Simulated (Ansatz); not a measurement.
A self-consistent single point of BeSe (F-43m, 2 atoms in the cell) with Ansatz (an electronic-structure program).

Computed with PBE, norm-conserving files (source: ansatz) (plane waves; Ansatz).

The change in words: lattice scaled by 0.98; basis.ecutwfc: 30.9 Ry → 59.5 Ry; hamiltonian.pseudopotentials: {kind: paw} (the program's default PAW files) → {kind: nc, source: ansatz}. Reference geometry:
```
BeSe
1.0
    0.00000     2.55715     2.55715
    2.55715     0.00000     2.55715
    2.55715     2.55715     0.00000
Be Se
1 1
Direct
  0.00000   0.00000   0.00000
  0.25000   0.25000   0.25000
```

Reference input (self-consistent single point, DFT, PBE, plane waves, default PAW files): basis.ecutwfc = 30.9 Ry; kpoints.mp_grid.grid = 8 8 8; hamiltonian.xc = pbe; hamiltonian.pseudopotentials = {kind: paw} (the program's default PAW files); scf.occupations.method = fermi_dirac; scf.occupations.width = 0.0015 Ry. This run's input differs from it in these lines:

Ansatz 0.2 input:
```diff
@@ -3,5 +3,5 @@
   lattice:
-    - [0.000000, 2.557150, 2.557150]
-    - [2.557150, 0.000000, 2.557150]
-    - [2.557150, 2.557150, 0.000000]
+    - [0.000000, 2.506007, 2.506007]
+    - [2.506007, 0.000000, 2.506007]
+    - [2.506007, 2.506007, 0.000000]
   atoms:
@@ -10,3 +10,3 @@
 basis:
-  ecutwfc: 30.9 Ry
+  ecutwfc: 59.5 Ry
 kpoints:
@@ -15,3 +15,3 @@
   xc: pbe
-  pseudopotentials: { kind: paw }
+  pseudopotentials: { kind: nc, source: ansatz }
 scf:
```

The program printed (abridged):

```
SCF iter   1: F=—  HF=-3685.807110 eV  |F-HF|=—  |Δ(HF+E_count)|=         —  Δρ=1.15e-1  dr2=1.01e0  ethr=3.10e-3  ⟨swp⟩=6.0  Hψ=2694  notcnv=0
all-band conjugate gradients solve this SCF's bands
preconditioner: auto → none
SCF iter   2: F=—  HF=-3685.527240 eV  |F-HF|=—  |Δ(HF+E_count)|=   2.80e-1  Δρ=5.45e-2  dr2=1.31e-1  ethr=3.10e-3  ⟨swp⟩=3.0  Hψ=825  notcnv=0
SCF iter   3: F=—  HF=-3685.511506 eV  |F-HF|=—  |Δ(HF+E_count)|=   1.57e-2  Δρ=1.25e-2  dr2=4.93e-3  ethr=6.56e-4  ⟨swp⟩=2.8  Hψ=643  notcnv=0
SCF iter   4: F=—  HF=-3685.512442 eV  |F-HF|=—  |Δ(HF+E_count)|=   9.36e-4  Δρ=2.68e-3  dr2=2.44e-4  ethr=2.46e-5  ⟨swp⟩=3.6  Hψ=820  notcnv=0
SCF iter   5: F=—  HF=-3685.512533 eV  |F-HF|=—  |Δ(HF+E_count)|=   9.10e-5  Δρ=1.40e-4  dr2=3.31e-6  ethr=1.22e-6  ⟨swp⟩=2.0  Hψ=522  notcnv=0
SCF iter   6: F=—  HF=-3685.512803 eV  |F-HF|=—  |Δ(HF+E_count)|=   2.70e-4  Δρ=3.26e-5  dr2=6.54e-8  ethr=5.00e-10  ⟨swp⟩=5.9  Hψ=2446  notcnv=0
SCF iter   7: F=-3685.512803 eV  HF=-3685.512803 eV  |F-HF|=9.01e-10  |Δ(HF+E_count)|=   5.05e-8  Δρ=3.62e-6  dr2=2.12e-9  ethr=3.27e-10  ⟨swp⟩=3.0  Hψ=1550  notcnv=0
SCF 1 converged in 7 iterations: F = -3685.512803 eV  dr2 = 2.12e-9
Free energy (F): -3685.512803 eV
Internal energy: -3685.512803 eV  (E = F + TS)
E sigma→0 (E₀):  -3685.512803 eV
Fermi energy:    9.830805 eV
--- Forces (eV/Å), atoms counted from 1 ---
  atom   1  Be     0.00000000    -0.00000000    -0.00000000
  atom   2  Se    -0.00000000    -0.00000000    -0.00000000
--- Stress (GPa, compression-positive) ---
        8.504362       0.000000      -0.000000
        0.000000       8.504362       0.000000
       -0.000000       0.000000       8.504362
  P = ⅓ Tr σ = 8.5044 GPa (85.044 kbar)
  The stress holds the Pulay correction. Without it, at fixed plane waves, as pw.x and ABINIT print it: P = -156.4107 GPa
```

The run converged in 7 iterations. Against the reference run the pressure goes from 2.99 to 8.50 GPa and the gap on the mesh goes from 2.595 to 2.465 eV.

The starting cell has typed, rounded lattice constants, without a prior relaxation at this level. Its lattice was rescaled by up to half a per cent. For this run, on top of that: lattice scaled by 0.98. Ansatz's pressure includes its estimate of the finite-basis (Pulay) stress. Without the estimate this run gives -156.41 GPa. The cutoff lies below the one recommended for these files.
